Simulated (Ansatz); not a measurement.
An Ansatz (a quantum-chemistry and plane-wave program) run: PtSe2 with a change (Se → Os); Kohn–Sham DFT with the PBE-D3(BJ) functional, run in Ansatz with PAW and 420 eV plane waves, no spin-orbit coupling, earlier PAW set.

Input:

Ansatz 0.2 input:
```yaml
crystal:
  lattice:
    - [3.5530058233, 0, 0]
    - [-1.7765029116, 3.0769933028, 0]
    - [0, 0, 4.7335651253]
  atoms:
    - { symbol: Pt, position: [0, 0, 0] }
    - { symbol: Os, position: [0.6666666667, 0.3333333333, 0.3731980687] }
    - { symbol: Os, position: [0.3333333333, 0.6666666667, 0.6268019313] }
basis: { ecutwfc: 420, ecutrho_ratio: 4, xc_grid: 2, fft_grid_basis: typed }
kpoints: { mp_grid: { grid: [15, 15, 10] } }
hamiltonian:
  xc: pbe
  dispersion: d3bj
  pseudopotentials: { azcp: { folder: ./paw }, kind: paw }
scf: { occupations: { method: fermi_dirac, width: 0.05 }, convergence: { dr2_threshold: 0.0000000003 } }
output: { forces: true, stress: true }
checkpoint: { write: state.ck, write_every: 1000 }
```

Output (explanatory and most iteration lines left out):

```
Pseudopotential: Pt, paw, valence charge 18
Pseudopotential: Os, paw, valence charge 16
Crystal: 3 atoms, lattice volume = 51.750 Å³
Basis set: ecut = 420 eV, 981 PW (Γ), exchange–correlation on 48×48×64 points (8 copies of the dense FFT grid, shifted against one another)
Bands: 30, of which v1, the nominal top of the filled ones, is band 25 counted from 1 (24 counted from 0)
Symmetry: 12 space group operations
Space group: P-3m1 (ITA 164), of the structure as read, at distance tolerance 3.7e-5 Å
k-points: 238 of 2250
Functional: x = pbe(κ = 0.804, μ = 0.2195149727645171), c = pbe(β = 0.06672455060314922)
SCF iter   1: F=—  HF=-35297.296560 eV  |F-HF|=—  |Δ(HF+E_count)|=         —  Δρ=1.27e-1  dr2=2.00e1  ethr=3.10e-3  ⟨swp⟩=5.5  Hψ=25406  notcnv=0
SCF iter   2: F=—  HF=-35296.211407 eV  |F-HF|=—  |Δ(HF+E_count)|=    1.09e0  Δρ=7.29e-2  dr2=7.17e0  ethr=3.10e-3  ⟨swp⟩=2.0  Hψ=10223  notcnv=0
SCF 1 converged in 11 iterations: F = -35295.443669 eV  dr2 = 2.02e-11
SCF converged after 11 iterations
Free energy (F): -35295.443669 eV
Internal energy: -35295.422968 eV  (E = F + TS)
E sigma→0 (E₀):  -35295.433318 eV
Entropy (-TS):   -0.020701 eV (-6.900 meV/atom)
Fermi energy:    20.142493 eV
  E_disp       = -1.727661  (pairwise vdW)
--- Forces (eV/Å), atoms counted from 1 ---
  atom   1  Pt    -0.00000000     0.00000000     0.00000000
  atom   2  Os    -0.00000000     0.00000000    -0.00011264
  atom   3  Os     0.00000000    -0.00000000     0.00011264
--- Stress (GPa, compression-positive) ---
       -0.000860      -0.000000      -0.000000
       -0.000000      -0.000860      -0.000000
        0.000000      -0.000000      -0.000327
  P = ⅓ Tr σ = -0.0007 GPa (-0.007 kbar)
```

Stability against distortions was not tested. The final runs are not spin-polarised. The cell was made from PtSe2 by this change: Se → Os; the result is a hypothetical phase, not in the database extracts checked. The program warned that a D3 coordination switch lies within reach, so dispersion energies are less smooth here.
